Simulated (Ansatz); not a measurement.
Output of an Ansatz run (abridged):

```
WARN ansatz: RAYON_NUM_THREADS=1 ignored (pool sized by the plan → 1); use --threads N
Pseudopotentials: kind: paw
Pseudopotential: Cu, paw, valence charge 19
Crystal: 5 atoms, lattice volume = 125.011 Å³
Basis set: ecut = 420 eV, 2457 PW (Γ)
Bands: 57, of which v1, the nominal top of the filled ones, is band 48 counted from 1 (47 counted from 0)
Symmetry: 8 space group operations
Space group: Cmmm (ITA 65), of the structure as read, at distance tolerance 5.0e-5 Å
k-points: 64 of 225
PAW frozen core: Cu, regenerated for the run's functional, and the local potential with it
Initial density: superposition of atomic densities (neutral atoms: chi_scale 0, normalization atom), corrected by the library's trained network
Initial wavefunctions: pseudopotential atomic-orbital guess
Eigensolver: davidson
Functional: x = slater, c = lda
SCF iter   1: F=—  HF=-32777.052096 eV  |F-HF|=—  |Δ(HF+E_count)|=         —  Δρ=1.64e-2  dr2=2.17e-1  ethr=1.77e-3  ⟨swp⟩=8.1  Hψ=15323  notcnv=0  defer=71
all-band conjugate gradients solve this SCF's bands
preconditioner: auto → LDOS
SCF iter   2: F=—  HF=-32777.391867 eV  |F-HF|=—  |Δ(HF+E_count)|=   3.40e-1  Δρ=4.55e-2  dr2=1.40e0  ethr=2.29e-4  ⟨swp⟩=3.0  Hψ=9089  notcnv=0  defer=192  recentre
SCF iter   3: F=—  HF=-32777.016587 eV  |F-HF|=—  |Δ(HF+E_count)|=   3.75e-1  Δρ=3.11e-3  dr2=1.53e-2  ethr=2.29e-4  ⟨swp⟩=2.7  Hψ=7802  notcnv=0  defer=190
SCF iter   4: F=—  HF=-32777.014599 eV  |F-HF|=—  |Δ(HF+E_count)|=   1.99e-3  Δρ=4.38e-4  dr2=1.19e-3  ethr=1.61e-5  ⟨swp⟩=2.0  Hψ=5705  notcnv=0  defer=188
SCF iter   5: F=—  HF=-32777.014506 eV  |F-HF|=—  |Δ(HF+E_count)|=   9.25e-5  Δρ=2.86e-4  dr2=1.17e-4  ethr=1.26e-6  ⟨swp⟩=2.1  Hψ=5121  notcnv=0  defer=188
SCF iter   6: F=—  HF=-32777.014511 eV  |F-HF|=—  |Δ(HF+E_count)|=   4.61e-6  Δρ=2.90e-4  dr2=7.10e-5  ethr=1.23e-7  ⟨swp⟩=2.1  Hψ=5695  notcnv=0  defer=188
SCF iter   7: F=—  HF=-32777.014588 eV  |F-HF|=—  |Δ(HF+E_count)|=   7.72e-5  Δρ=7.50e-5  dr2=6.23e-6  ethr=7.47e-8  ⟨swp⟩=2.0  Hψ=4956  notcnv=0  defer=188
SCF iter   8: F=—  HF=-32777.014588 eV  |F-HF|=—  |Δ(HF+E_count)|=   8.06e-8  Δρ=2.57e-5  dr2=8.33e-7  ethr=6.56e-9  ⟨swp⟩=2.2  Hψ=5220  notcnv=0  defer=188
SCF iter   9: F=—  HF=-32777.014588 eV  |F-HF|=—  |Δ(HF+E_count)|=   1.72e-7  Δρ=1.64e-5  dr2=2.24e-7  ethr=8.77e-10  ⟨swp⟩=2.1  Hψ=5568  notcnv=0  defer=188
SCF iter  10: F=-32777.014588 eV  HF=-32777.014588 eV  |F-HF|=1.97e-8  |Δ(HF+E_count)|=   5.45e-8  Δρ=8.59e-6  dr2=5.17e-8  ethr=1.05e-10  ⟨swp⟩=13.2  Hψ=18118  notcnv=0
SCF 1 converged in 10 iterations: F = -32777.014588 eV  dr2 = 5.17e-8
SCF converged after 10 iterations
Free energy (F): -32777.014588 eV
Harris-Foulkes:  -32777.014588 eV  (|F-HF|=1.97e-8)
Internal energy: -32777.001974 eV  (E = F + TS)
E sigma→0 (E₀):  -32777.008281 eV
Entropy (-TS):   -0.012615 eV (-2.523 meV/atom)
Fermi energy:    5.034293 eV
--- Per-component energies (eV) ---
  E_band       = -2883.797586
  E_kinetic    = 1502.329345
  E_local      = -179627.855640  (includes V_loc(G=0)·N_el)
  E_nonlocal   = 1975.372325
  E_hartree    = 88054.739343
  E_xc         = -443.463773
  E_vxc        = -575.116766  (∫ρ·V_xc dr)
  E_paw        = -7970.468710  (= ΣΔE_a)
  E_vpaw       = -2268.057762  (= ΣTr[D̂ρ^β])
  E_aug_tail   = 0.001115  (compensation charges beyond the density's cutoff)
  E_ewald      = 63730.095721
  E_core_change = 2.248300  (= ΣΔE_core)
  E_smearing   = -0.012615  (= −TS)
  E_closure    = -0.000000  (closes the sum)
  Σ components = -32777.014588   (vs F -32777.014588, Δ=0.00e0)
--- Forces (eV/Å), atoms counted from 1 ---
  atom   1  Cu     0.00000000     0.00000000     0.39623207
  atom   2  Cu     0.00000000     0.00000000    -0.03996749
  atom   3  Cu     0.00000000     0.00000000     0.00000000
  atom   4  Cu     0.00000000     0.00000000     0.03996749
  atom   5  Cu     0.00000000     0.00000000    -0.39623207
  max |Σ_I F_I| component: 0.00e0 eV/Å
--- Stress (GPa, compression-positive) ---
       -5.569442      -0.659875       0.000000
       -0.659875      -6.125130       0.000000
        0.000000       0.000000      -3.967539
  P = ⅓ Tr σ = -5.2207 GPa (-52.207 kbar)
  The stress holds the Pulay correction. Without it, at fixed plane waves, as pw.x and ABINIT print it: P = -5.2689 GPa
--- Band table (eV; the first three rows and the last of 64) ---
  k-point 0: bands = ["-106.7365", "-106.7325", "-106.7238", "-106.4461", "-106.4461", "-64.5923", "-64.5479", "-64.5212", "-64.5116", "-64.5048", "-64.4910", "-64.4899", "-64.4897", "-64.4779", "-64.2428", "-64.2428", "-64.2415", "-64.2415", [...]
  k-point 1: bands = ["-106.7360", "-106.7320", "-106.7235", "-106.4457", "-106.4457", "-64.5912", "-64.5485", "-64.5225", "-64.5157", "-64.5032", "-64.4939", "-64.4919", "-64.4913", "-64.4801", "-64.2463", "-64.2463", "-64.2423", "-64.2423", [...]
  k-point 2: bands = ["-106.7344", "-106.7309", "-106.7227", "-106.4445", "-106.4445", "-64.5880", "-64.5506", "-64.5272", "-64.5251", "-64.5030", "-64.5027", "-64.4963", "-64.4946", "-64.4844", "-64.2576", "-64.2576", "-64.2432", "-64.2432", [...]
  k-point 63: bands = ["-106.7204", "-106.7172", "-106.7094", "-106.4308", "-106.4308", "-64.6072", "-64.6022", "-64.5853", "-64.5691", "-64.5633", "-64.5527", "-64.5318", "-64.5309", "-64.4967", "-64.3551", "-64.3551", "-64.2825", "-64.2825", [...]
```

The structure:

```xyz
5
Lattice="2.4701 0.0000 0.0000 -3.4286 2.2765 0.0000 0.0000 0.0000 22.2312" Properties=species:S:1:pos:R:3 pbc="T T T"
Cu    -2.5715     1.7074     7.0000
Cu    -0.8572     0.5691     9.0578
Cu    -2.5715     1.7074    11.1156
Cu     1.6129     0.5691    13.1734
Cu    -2.5715     1.7074    15.2312
```

Problem. What input produced this log?

Solution. Other spellings and defaults could give the same log, and not every line can be read from it. The input that was run (DFT, LDA (PW92), plane waves, default PAW files made with PBE):

Ansatz 0.2 input:
```yaml
# Cu
crystal:
  lattice:
    - [2.47009400, 0.00000000, 0.00000000]
    - [-3.42863700, 2.27652300, 0.00000000]
    - [0.00000000, 0.00000000, 22.23119300]
  atoms:
    - { symbol: Cu, position: [0.00000000, 0.75000000, 0.31487300] }
    - { symbol: Cu, position: [0.00000000, 0.25000000, 0.40743600] }
    - { symbol: Cu, position: [0.00000000, 0.75000000, 0.50000000] }
    - { symbol: Cu, position: [1.00000000, 0.25000000, 0.59256400] }
    - { symbol: Cu, position: [0.00000000, 0.75000000, 0.68512700] }
basis:
  ecutwfc: 420.0 eV
kpoints:
  mp_grid:
    grid: [15, 15, 1]
hamiltonian:
  xc: lda
  pseudopotentials:
    kind: paw
scf:
  occupations:
    method: gaussian
    width: 0.1 eV
output:
  forces: true
  eigenvalues: true
  stress: true
```

The starting cell comes from a database of computed structures (which also holds hypothetical and non-ambient phases and stackings), without a prior relaxation at this level. The slab is cut from that crystal, and its faces are unrelaxed. Its lattice was rescaled by up to half a per cent. Spin polarisation is off.

Ansatz is an electronic-structure program.
